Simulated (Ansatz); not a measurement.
Abridged Ansatz (an electronic-structure program) output:

```
Relaxation: its limit of steps is 60 (relax.max_steps)
Pseudopotential: Pb, paw, valence charge 14
Pseudopotential: O, paw, valence charge 6
Crystal: 6 atoms, lattice volume = 85.229 Å³
Basis set: ecut = 420 eV, 1671 PW (Γ), exchange–correlation on 72×72×48 points (8 copies of the dense FFT grid, shifted against one another)
Bands: 32, of which v1, the nominal top of the filled ones, is band 26 counted from 1 (25 counted from 0)
Symmetry: 16 space group operations
k-points: 60 of 490
Functional: x = pbesol(κ = 0.804, μ = 0.12345679012345678), c = pbesol(β = 0.046)
SCF iter   1: F=—  HF=-25748.332644 eV  |F-HF|=—  |Δ(HF+E_count)|=         —  Δρ=1.73e-2  dr2=2.20e-1  ethr=1.77e-3  ⟨swp⟩=6.4  Hψ=8774  notcnv=0  defer=4
SCF iter   2: F=—  HF=-25748.275042 eV  |F-HF|=—  |Δ(HF+E_count)|=   5.76e-2  Δρ=3.00e-3  dr2=6.69e-3  ethr=4.23e-4  ⟨swp⟩=2.7  Hψ=3319  notcnv=0  defer=93
SCF 1 converged in 8 iterations: F = -25748.275005 eV  dr2 = 1.18e-8
relax step   1: F+E_penalty+E_count = -25748.27500533 eV  Δ(F+E_penalty+E_count) = +0.000e0 eV  max|allowed force component| = 5.974e-4 eV/Å  Δτ_max = 0.0000 Å  P = +0.002 GPa  Ω = 85.229 Å³  (8 SCF iters, dr2 threshold 1.00e-7 eV, accepted)
[... steps on the carried basis left out ...]
relax step   9: F+E_penalty+E_count = -25748.27315779 eV  Δ(F+E_penalty+E_count) = +1.278e-4 eV  max|allowed force component| = 4.076e-6 eV/Å  Δτ_max = 0.0000 Å  P = +0.897 GPa  Ω = 84.633 Å³  stress off target by 4.05e-3 GPa  SCF on the basis re-selected at this cell (its energy is not comparable with the rows above)  (6 SCF iters)
SCF converged after 6 iterations
Free energy (F): -25748.273158 eV
Internal energy: -25748.269193 eV  (E = F + TS)
E sigma→0 (E₀):  -25748.271175 eV
Entropy (-TS):   -0.003965 eV (-0.661 meV/atom)
Fermi energy:    7.871162 eV
--- Forces (eV/Å), atoms counted from 1 ---
  atom   1  Pb     0.00000000    -0.00000000     0.00000000
  atom   2  Pb     0.00000000     0.00000000     0.00000000
  atom   3  O      0.00000408     0.00000408     0.00000000
  atom   4  O      0.00000408    -0.00000408     0.00000000
  atom   5  O     -0.00000408     0.00000408     0.00000000
  atom   6  O     -0.00000408    -0.00000408     0.00000000
--- Stress (GPa, compression-positive) ---
        0.895954      -0.000000       0.000000
       -0.000000       0.895954       0.000000
        0.000000       0.000000       0.899812
  P = ⅓ Tr σ = 0.8972 GPa (8.972 kbar)
--- Relaxed structure (7 steps of the walk, 7 accepted, 2 SCFs on fresh bases) ---
  cell:  # Å, volume = 84.6328 Å³
    - [4.981745420987423, -2.061391294957181e-35, 0.0]
    - [-4.795671976351161e-35, 4.981745420987423, 0.0]
    - [0.0, 0.0, 3.4101672458714054]
  atoms:
    - { symbol: Pb, position: [1.9205943604469822e-20, 7.908329719487556e-22, 0.0] }
    - { symbol: Pb, position: [0.5, 0.5, 0.5] }
    - { symbol: O, position: [0.3074939137694431, 0.3074939137694431, 0.0] }
    - { symbol: O, position: [0.807493913769443, 0.1925060862305569, 0.5] }
    - { symbol: O, position: [0.1925060862305569, 0.807493913769443, 0.5] }
    - { symbol: O, position: [0.692506086230557, 0.692506086230557, 0.0] }
```

What was computed, and what are the main results?

PbO2, 6 atoms in the cell, with plane-wave PAW DFT at the PBEsol level (Ansatz, 420 eV), no spin-orbit coupling, from a series relaxed to a target (pressure 0.9 GPa). The last SCF converged to F = -25748.273158 eV, or -4291.3789 eV per atom, at a pressure of 0.90 GPa. The total energy compares only with runs of the same code, potentials and settings.

With Pb present, leaving out spin-orbit coupling can change the band edges. Load acts through the strain it causes; cell and atoms are relaxed under it. Stability against distortions was not tested. All final runs are without spin polarisation. The cell was made from PbO₂ in the rutile structure (space group P4_2/mnm, No. 136) by this change: pressure 0.9 GPa.

Keys are those of Ansatz 0.2.
